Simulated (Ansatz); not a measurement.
The reference is W$_{5}$Si$_{3}$ (space group I4/mcm, No. 140; a = 9.596 Å, c = 4.930 Å; a cell from a computed database, its experimental status unchecked).

The values are results of PBEsol in Ansatz (plane waves to 420 eV, PAW, no SOC), not measurements.

One change was made to it. Results:

```json
[
 {"quantity": "shortest interatomic distance", "base": "4.658 bohr", "after": "4.653 bohr"},
 {"quantity": "density", "base": "14.68 g/cm³", "after": "14.72 g/cm³"}
]
```

Question: Which change produced these results?
(A) pressure 10 GPa
(B) pressure 0.7 GPa
(C) pressure −2 GPa

Answer: B, pressure 0.7 GPa. For comparison, the shortest interatomic distance in the other runs: pressure 10 GPa gives 4.598 bohr; pressure −2 GPa gives 4.671 bohr.

Load acts through the strain it causes; cell and atoms are relaxed under it. Stability against distortions was not tested. Competing high-pressure phases were not computed. The final runs are not spin-polarised.

Ansatz is a quantum-chemistry and plane-wave program.
